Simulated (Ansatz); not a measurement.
Start from SiS₂ (space group Ibam, No. 72; made of chains).

```xyz
6
Lattice="-3.0093 4.6978 2.7724 3.0093 -4.6978 2.7724 3.0093 4.6978 -2.7724" Properties=species:S:1:pos:R:3 pbc="T T T"
S      1.8381     3.5651     2.7724
S      1.1711    -1.1327     2.7724
S      1.8381     5.8304     0.0000
S      1.1711     1.1327     0.0000
Si     0.0000     0.0000     4.1586
Si     0.0000     0.0000     1.3862
```

Levels (all Ansatz, a first-principles code, PAW): PBEsol (420 eV, no SOC); HSE06 (420 eV, no SOC).

Its gap is 2.80 eV with PBEsol and 4.01 eV with HSE06.

The change: cell and atoms relaxed at a pressure of 2.1 GPa.

With PBEsol the gap becomes 2.37 eV.

If the HSE06 correction stayed the same, what would the HSE06 gap be, and what does the HSE06 run give?

A rigid correction of +1.21 eV gives 3.58 eV. The HSE06 run gives 3.55 eV, so the two effects roughly add.

Single points use the geometry relaxed with PBEsol. HSE06 was sampled on its mesh, a few special points and the semilocal edge points, so its gap is an upper bound. Load acts through the strain it causes; cell and atoms are relaxed under it. Whether these cells are dynamically stable was not tested. No dispersion term is included in the PBEsol runs.
